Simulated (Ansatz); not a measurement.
By PBEsol, the system below comes out a metal.

The ballistic (Sharvin) conductance counts the channels at the Fermi level: G/A = (e²/h) × channels of both spins per area.

Here is the system:

```
CELL_PARAMETERS angstrom
      3.53021     0.00000     0.00000
     -1.76510     6.75928     0.00000
      0.00000     0.00000     3.56517
ATOMIC_POSITIONS crystal
  Ti 0.89688 0.79376 0.75000
  Ti 0.10312 0.20624 0.25000
  Si 0.55825 0.11650 0.75000
  Si 0.44175 0.88350 0.25000
  Si 0.24969 0.49938 0.75000
  Si 0.75031 0.50062 0.25000
```

Space group of this cell: Cmcm. The cell is taken as given; by PBEsol its mean pressure is -2.2 GPa.

The current flows along the normal of the first two printed cell vectors. No spin-orbit coupling; the value is a mean over 0.1 eV about the Fermi level.

Q: Estimate the ballistic conductance per area that PBEsol (Ansatz, a program for electronic structure) returns for this system.

A: 0.37 × 10¹⁵ S/m² for both spins.
